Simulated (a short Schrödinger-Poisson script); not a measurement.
System: MOS inversion layer, Al2O3 on p-type Si(100), at 300 K.

```tsv
layer	material	thickness (nm)	Na (cm⁻³)
1	Al2O3	2.4	-
2	Si	410	1.1e18
```

Constants are typed, rounded textbook-type inputs, not results; the design itself was drawn at random and stands for no fabricated device. Al2O3: permittivity 9, conduction-band edge (eV) 2.7, gap (eV) 6.8, electron mass (mₑ) 0.3. Si: permittivity 11.7, conduction-band edge (eV) 0, gap (eV) 1.124, Nv at 300 K (cm⁻³) 3.1e19.

Channel valleys (confinement mass, in-plane density-of-states mass, number): Δ2 0.916, 0.19, 2; Δ4 0.19, 0.417, 4. At the gate the conduction-band edge of layer 1 lies 3.01 eV − eVg above the Fermi level of the channel; the field vanishes at the back. Gaps are held at their typed values at every temperature. Mesh 0.03 nm at interfaces.

From a short Schrödinger-Poisson script (our own, NumPy): 1D Poisson equation in equilibrium, electrons quantum, Hartree (BenDaniel-Duke, 12 states a valley, the channel's in-plane mass for all, wave functions ending at the dielectric), parabolic valleys, classical holes, full ionisation, no traps, pinning or gate leakage.

The same stack at other levels of the model or other numerical settings:

```tsv
run	sheet density of all electrons at Vg = 1.2 V (cm⁻²)	sheet density of all electrons at Vg = 0.6 V (cm⁻²)	capacitance at Vg = 1.2 V (μF/cm²)	centroid of the channel electrons at Vg = 1.2 V (nm)	rough cost against the base
base	8.53e12	5.35e11	2.40	1.27	about 1
electrons treated as classical, Boltzmann	1.27e13	1.84e12	?	0.28	0.04
electrons treated as classical, Fermi-Dirac	?	1.73e12	2.79	?	0.2
mesh six times as coarse	8.55e12	5.38e11	2.40	1.27	0.2
one subband a valley	8.52e12	5.28e11	2.40	1.25	0.5
```

Task: Complete the blanks.

Result: 
- electrons treated as classical, Fermi-Dirac, centroid of the channel electrons at Vg = 1.2 V (nm): 0.46
- electrons treated as classical, Fermi-Dirac, sheet density of all electrons at Vg = 1.2 V (cm⁻²): 1.16e13
- electrons treated as classical, Boltzmann, capacitance at Vg = 1.2 V (μF/cm²): 3.09

The classical rows ignore confinement, and Boltzmann statistics overrate the density once the band edge passes the Fermi level.
